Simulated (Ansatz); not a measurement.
Bond-angle distributions (per cent of the angles at each element, bins of 10°) of a relaxed model of amorphous Si24O49Na2 at 2.28 g/cm³. Level of theory: PBE, scalar-relativistic without spin-orbit coupling (plane waves to 420 eV, PAW; Ansatz, an electronic-structure program).

A CHGNet melt-quench gave the starting glass, which DFT then relaxed. O atoms were pushed apart under 1.9 Å during the dynamics, to hinder bonds among them. The hot cell started wider than the set density and was brought back towards it in steps. It is the lowest in DFT energy of 2 quenches. It is a model cell: composition and starting density were chosen by hand, and all elements were melted together. No dispersion term was used. Its density started from a set value of 2.21 and ended at 2.28 g/cm³. Cooling (nominally 480 K/ps over its main leg) ran many orders faster than in experiment, which tends to leave more defects and strain. One small periodic cell is one sample of the glass; other quenches scatter about these values. The volume was free in the relaxation, at fixed shape. Stress components on the final sampling reach 1.7 GPa.

Cut-offs for bonds: Si-Si 2.60 Å, Si-O 1.96 Å, Si-Na 3.05 Å, O-O 1.58 Å, O-Na 2.78 Å, Na-Na 3.65 Å. Two cations that share two anions don't count as bonded, nor two that share one unless they lie closer than Si-Si 2.38 Å, Si-Na 2.96 Å, Na-Na 3.55 Å.

```json
[
 {"angle (°)": "50-60", "at Si": "0", "at O": "0"},
 {"angle (°)": "60-70", "at Si": "0", "at O": "0"},
 {"angle (°)": "70-80", "at Si": "0", "at O": "0"},
 {"angle (°)": "80-90", "at Si": "4", "at O": "3"},
 {"angle (°)": "90-100", "at Si": "1", "at O": "5"},
 {"angle (°)": "100-110", "at Si": "52", "at O": "8"},
 {"angle (°)": "110-120", "at Si": "41", "at O": "11"},
 {"angle (°)": "120-130", "at Si": "1", "at O": "17"},
 {"angle (°)": "130-140", "at Si": "1", "at O": "26"},
 {"angle (°)": "140-150", "at Si": "0", "at O": "15"},
 {"angle (°)": "150-160", "at Si": "0", "at O": "9"},
 {"angle (°)": "160-170", "at Si": "1", "at O": "6"},
 {"angle (°)": "170-180", "at Si": "0", "at O": "0"}
]
```

They go with these counts of neighbours within the cut-offs, cation contacts included: Si mean 4.0, most often 4; O mean 2.2, most often 2.
